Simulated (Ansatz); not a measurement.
# Habitual settings against a tight run: a sheet of SnO (4 atoms in the cell)

Self-consistent single point.

```
SnO
1.0
    3.79200     0.00000     0.00000
    0.00000     3.79200     0.00000
    0.00000     0.00000    16.22535
Sn O
2 2
Cartesian
  1.89600   0.00000   9.22535
  0.00000   1.89600   7.00001
  0.00000   0.00000   8.11268
  1.89600   1.89600   8.11268
```

Computed with PBE (plane waves, PAW; Ansatz, a quantum-chemistry and plane-wave program).

Base settings: basis.ecutwfc = 420 eV; kpoints.mp_grid.grid = 5 5 1; hamiltonian.xc = pbe; hamiltonian.pseudopotentials = {kind: paw} (the program's default PAW files); scf.occupations.method = gaussian; scf.occupations.width = 0.2 eV.

Tight run (finer mesh or higher cutoff; not a proven limit): basis.ecutwfc: 420 eV → 590 eV; kpoints.mp_grid.grid: 5 5 1 → 7 7 1; scf.convergence.dr2_threshold: default (1e-07 eV) → 1e-09 eV. It gave top of the valence band (on the code's own zero) -1.11 eV; gap on the k-point mesh 2.88 eV; pressure averaged over the cell with its vacuum 2.22 GPa; largest force (vector length) 1.539 eV/Å.

Quick runs, as changes from the base:
- A: the base itself
- B: basis.ecutwfc: 420 eV → 210 eV; kpoints.mp_grid.grid: 5 5 1 → 4 4 1; scf.occupations.width: 0.2 eV → 0.272 eV
- C: basis.ecutwfc: 420 eV → 335 eV; kpoints.mp_grid.grid: 5 5 1 → 2 2 1
- D: basis.ecutwfc: 420 eV → 295 eV; kpoints.mp_grid.grid: 5 5 1 → 4 4 1; hamiltonian.xc: pbe → lda; scf.occupations.method: gaussian → fermi_dirac; scf.occupations.width: 0.2 eV → 0.5 eV [LDA (PW92)]
- E: basis.ecutwfc: 420 eV → 210 eV; kpoints.mp_grid.grid: 5 5 1 → 2 2 1; scf.occupations.width: 0.2 eV → 0.136 eV
- F: basis.ecutwfc: 420 eV → 250 eV; kpoints.mp_grid.grid: 5 5 1 → 3 3 1; scf.occupations.method: gaussian → cold; scf.occupations.width: 0.2 eV → 0.136 eV; scf.convergence.dr2_threshold: default (1e-07 eV) → 0.0001 eV
- G: kpoints.mp_grid.grid: 5 5 1 → 2 2 1; hamiltonian.xc: pbe → b3lyp [B3LYP]
- H: kpoints.mp_grid.grid: 5 5 1 → 4 4 1; hamiltonian.xc: pbe → hse06 [HSE06]

Energies are extrapolated to zero smearing width, which holds to low order in the width alone.

Dashes: energy of D, G, H, another energy zero; count of G, H, another kind of functional, whose work the count does not hold.

Gaps are read on each run's own mesh, which may miss the band edges.

† marks runs with another functional, U, potentials or spin treatment: their distance from the tight run is not a convergence error alone.

The count of work is k-points × plane waves × bands × iterations; it is no time. 

The starting cell was generated: these elements placed on a structure prototype, without a prior relaxation; it need not be a known phase or ordering of this composition. Its lattice was rescaled in the plane by a random factor within 2.5 % of one. In the base run, forces exceed 1 eV/Å.

```
run  energy less tight (meV/atom)  largest miss in a force vector (eV/Å)  gap on the mesh less tight (eV)  count of work / tight
---  ----------------------------  -------------------------------------  -------------------------------  ---------------------
A                             4.8                                  0.007                           -0.004                   0.36
B                          3982.6                                  0.357                            0.036                   0.13
C                           125.0                                  0.041                            0.064                   0.11
D†                              –                                  1.002                           -0.213                   0.27
E                          4126.0                                  0.360                            0.074                  0.057
F                          1118.9                                  0.181                            0.061                  0.062
G†                              –                                  0.170                            1.498                      –
H†                              –                                  0.592                            1.048                      –
```

Among the runs at the tight run's level, the energy misses run from 4.8 to 4126.0 meV/atom.

Keys are those of Ansatz 0.2.
